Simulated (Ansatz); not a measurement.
Take YN in the rock salt structure (space group Fm-3m, No. 225; a = 4.896 Å) as the base. Axes: x, y, z lie along the cube axes.

Method: plane-wave PAW DFT at the r2SCAN level (Ansatz, a quantum-chemistry and plane-wave program, 500 eV), no spin-orbit coupling.

For the base:

The band gap comes out as 0.58 eV. The smallest direct gap is 0.98 eV.

It is then changed as follows: tensile biaxial strain of 1.24 % in the plane normal to [111], as in epitaxy on a mismatched substrate; the out-of-plane cell vector and the atoms relax.

**Question.** What does the calculation give for the out-of-plane strain, band gap, smallest direct gap, in-plane stress and hole mass after the change?

**Answer.** The out-of-plane strain amounts to -0.59 %; the band gap drops by 0.026 eV, from 0.58 eV to 0.56 eV; the smallest direct gap hardly moves (0.98 eV against 0.99 eV); the mean in-plane stress (compression positive) amounts to -4.6 GPa; the hole mass is 0.28 mₑ out of plane, 0.50 mₑ in plane (at Γ).

Effective masses come from finite differences of ±0.01 Å⁻¹. Stability against distortions was not tested.
